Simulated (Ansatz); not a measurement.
# A computed series for Nb: response to strain

The parent structure is Nb in the bcc (W type) structure (space group Im-3m, No. 229; relaxed with 0.1 eV smearing).

```cif
data_Nb2
_chemical_formula_sum 'Nb2'
_space_group_name_H-M_alt 'Im-3m'
_space_group_IT_number 229
_space_group_name_Hall '-I 4 2 3'
_cell_length_a 3.27291
_cell_length_b 3.27291
_cell_length_c 3.27291
_cell_angle_alpha 90.000
_cell_angle_beta 90.000
_cell_angle_gamma 90.000
loop_
_atom_site_label
_atom_site_type_symbol
_atom_site_symmetry_multiplicity
_atom_site_Wyckoff_symbol
_atom_site_fract_x
_atom_site_fract_y
_atom_site_fract_z
_atom_site_occupancy
Nb1 Nb 2 a 0.00000 0.00000 0.00000 1
```
(The calculation used a cell of 1 atom; values per cell refer to that cell.)

Strains are applied to the cell and any free atomic positions relax.

Calculations: Ansatz (a quantum-chemistry and plane-wave program), PBEsol, PAW, cutoff 420 eV, spin-orbit coupling left out.

Notes on the quantities. energy relative to the base: free energy F.

```json
[
 {"isotropic strain (%)": "-3", "energy relative to the base (meV/atom)": "86.8"},
 {"isotropic strain (%)": "-2", "energy relative to the base (meV/atom)": "37.5"},
 {"isotropic strain (%)": "-1.5", "energy relative to the base (meV/atom)": "?"},
 {"isotropic strain (%)": "-1", "energy relative to the base (meV/atom)": "9.1"},
 {"isotropic strain (%)": "-0.5", "energy relative to the base (meV/atom)": "2.3"},
 {"isotropic strain (%)": "0", "energy relative to the base (meV/atom)": "0.0"},
 {"isotropic strain (%)": "1.5", "energy relative to the base (meV/atom)": "19.2"},
 {"isotropic strain (%)": "2.5", "energy relative to the base (meV/atom)": "52.1"},
 {"isotropic strain (%)": "3", "energy relative to the base (meV/atom)": "74.0"}
]
```

Question: Fit ΔE = Aε² + Bε³ (ε in %) to the rows shown and predict the withheld row.

Answer: Least squares on the printed values gives A = 8.93 and B = -0.24 meV/atom (largest residual 0.1 meV/atom); this predicts 20.9 meV/atom, and the run gives 20.8 meV/atom, in agreement.

No phonon test of stability was made. The final runs are not spin-polarised.
